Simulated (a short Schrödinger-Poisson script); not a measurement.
**Symmetric double-gate stack, Al2O3 on p-type InP**

Stack: symmetric double-gate stack, Al2O3 on p-type InP, at 400 K.

```
layer  material  thickness (nm)  Na (cm⁻³)
-----  --------  --------------  ---------
1         Al2O3             3.9          -
2           InP               5       7e17
3         Al2O3             3.9          -
```

Constants are typed, rounded textbook-type inputs, not results; the design itself was drawn at random and stands for no fabricated device. Al2O3: permittivity 9, conduction-band edge (eV) 3.03, gap (eV) 6.8, electron mass (mₑ) 0.3. InP: permittivity 12.5, conduction-band edge (eV) 0, gap (eV) 1.344, Nv at 300 K (cm⁻³) 1.1e19.

Channel valleys (confinement mass, in-plane density-of-states mass, number): Γ 0.08, 0.08, 1. At the gates, both at one voltage, the conduction-band edge of layer 1 lies 3.65 eV − eVg above the Fermi level of the channel. Gaps are held at their typed values at every temperature. Mesh 0.03 nm at interfaces.

Solved with a short Schrödinger-Poisson script written for these runs: 1D Poisson equation in equilibrium, electrons quantum, Hartree (BenDaniel-Duke, 12 states a valley, the channel's in-plane mass for all, wave functions ending at the dielectric), parabolic valleys, classical holes, full ionisation, no traps, pinning or gate leakage.

```
Vg (V)  electrons (cm⁻²)  C (μF/cm²)  Γ E0 (meV)  Γ E1 (meV)
------  ----------------  ----------  ----------  ----------
0.35              1.21e6     < 0.003       474.5      1037.9
0.4               5.17e6     < 0.003       424.5       987.9
0.45              2.20e7     < 0.003       374.5       937.9
0.5               9.40e7     < 0.003       324.5       887.9
0.55              4.01e8     < 0.003       274.5       837.9
0.6               1.70e9     0.00801       224.6       788.0
0.65              7.20e9      0.0335       174.8       738.3
0.7              2.94e10       0.131       126.0       689.3
0.75             1.08e11       0.422        79.9       643.1
0.8              3.13e11       0.918        40.1       602.8
0.85             6.73e11        1.37         8.0       569.9
0.9              1.15e12        1.65       -18.4       542.4
0.95             1.69e12        1.81       -41.5       518.1
1                2.27e12        1.90       -62.6       495.6
1.05             2.87e12        1.94       -82.8       474.1
1.1              3.48e12        1.97      -102.4       453.2
1.15             4.10e12        1.99      -121.6       432.5
1.2              4.72e12        2.00      -140.6       412.1
1.25             5.34e12        2.00      -159.6       391.7
1.3              5.97e12        2.01      -178.5       371.4
```

Gate voltages with under 1e6 electrons/cm² are left out.

Subbands count from the Fermi level. The capacitance is that of both gates.

Above a few 1e12 electrons/cm² a light Γ valley is non-parabolic and upper valleys begin to fill, which the model leaves out.
